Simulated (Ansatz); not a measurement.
# The (101) surface of tetragonal WSi2 in its 1x1 cell (cut with top plane Si, bottom plane Si), outermost plane spacing 0.99 Å in the ideal cut (one of several cuts of this face), with 2 Si a cell over the bulk's ratio

These are PBE (plane waves to 420 eV, PAW; Ansatz, a first-principles code) values and carry that method's errors.

Slab: 11 atoms, Si8W3, 10.0 Å thick at the start (thin: gaps and levels are the slab's own); k 12x9x1, smearing 0.1 eV, dipole-corrected; all atoms relaxed; held to the part of the start's symmetry that mesh and held atoms allow; no spin, no spin-orbit, no U.

| Quantity | Result |
|---|---|
| work function of the top face | 5.56 eV |
| energy released by relaxation | 0.21 eV |
| cost | very roughly 9 core-minutes |
